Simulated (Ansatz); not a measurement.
# NaCl: pressure series

Start from NaCl in the rock salt structure (space group Fm-3m, No. 225).

```
NaCl
1.0
    0.00000     2.84782     2.84782
    2.84782     0.00000     2.84782
    2.84782     2.84782     0.00000
Cl Na
1 1
Direct
  0.00000   0.00000   0.00000
  0.50000   0.50000   0.50000
```

Cell and atoms are relaxed at each pressure.

Method: PBE/PAW in Ansatz (an electronic-structure program), spin-orbit coupling left out, earlier PAW set.

Candidates:
(a) pressure 75 GPa
(b) pressure 7 GPa
(c) pressure 100 GPa
(d) pressure 30 GPa
(e) pressure −2 GPa

Base values:

The band gap comes out as 5.00 eV.

Problem. Order them by band gap, highest first.

Solution. (d) pressure 30 GPa (7.18 eV), (a) pressure 75 GPa (6.19 eV), (b) pressure 7 GPa (5.81 eV), (c) pressure 100 GPa (5.73 eV), (e) pressure −2 GPa (4.62 eV)

Load acts through the strain it causes; cell and atoms are relaxed under it. No phonon test of stability was made. Competing high-pressure phases were not computed.
